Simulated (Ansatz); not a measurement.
Reference: NiSb (P6_3/mmc), PBEsol, DFPT electron-phonon coupling, linearised Boltzmann equation (plane waves, PAW, scalar-relativistic; Ansatz, a quantum-chemistry and plane-wave program); geometry: relaxed with this functional, without spin-orbit coupling.

```
CELL_PARAMETERS angstrom
      3.91487     0.00000     0.00000
     -1.95743     3.39037     0.00000
      0.00000     0.00000     5.07410
ATOMIC_POSITIONS crystal
  Ni 0.00000 0.00000 0.00000
  Ni 0.00000 0.00000 0.50000
  Sb 0.33333 0.66667 0.25000
  Sb 0.66667 0.33333 0.75000
```

| Item | Result |
|---|---|
| resistivity at 300 K | 8.9 μΩ·cm |
| mean free path at 300 K | 12.0 nm |

Swap Sb for Bi, keeping the structure type. How do these values move?

NiBi (P6_3/mmc): volume per atom 16.8 to 18.8 Å³; resistivity at 300 K stays about the same (8.9 μΩ·cm to 9.9 μΩ·cm); mean free path at 300 K falls (12.0 nm to 10.2 nm).

Swap Ni for Pd, keeping the structure type. How do these values move?

PdSb (P6_3/mmc): volume per atom 16.8 to 20.2 Å³; resistivity at 300 K rises (8.9 μΩ·cm to 14.7 μΩ·cm); mean free path at 300 K falls (12.0 nm to 7.6 nm).

Swap Ni for Pt, keeping the structure type. How do these values move?

PtSb (P6_3/mmc): volume per atom 16.8 to 20.6 Å³; resistivity at 300 K rises (8.9 μΩ·cm to 17.0 μΩ·cm); mean free path at 300 K falls (12.0 nm to 6.8 nm).

Moves up to 14 % count as about the same. Metals; harmonic phonons alone scatter; means over directions. The mean free path is weighted by the current that each state carries. Halving the electron mesh moves these values by up to 10 %; q meshes are mostly untested. Spin-orbit coupling is left out.

Formula and space group known from diffraction (Crystallography Open Database), not checked to be the room-temperature form: NiSb (P6_3/mmc), PdSb (P6_3/mmc), PtSb (P6_3/mmc). Computed structure with no diffraction record at hand here (it may be known, metastable or hypothetical): NiBi (P6_3/mmc). Treated as nonmagnetic (a ferromagnetic start lost its moment, other orders weren't tried): NiBi (P6_3/mmc), NiSb (P6_3/mmc). The missing spin-orbit coupling matters most for NiBi (P6_3/mmc), PtSb (P6_3/mmc).
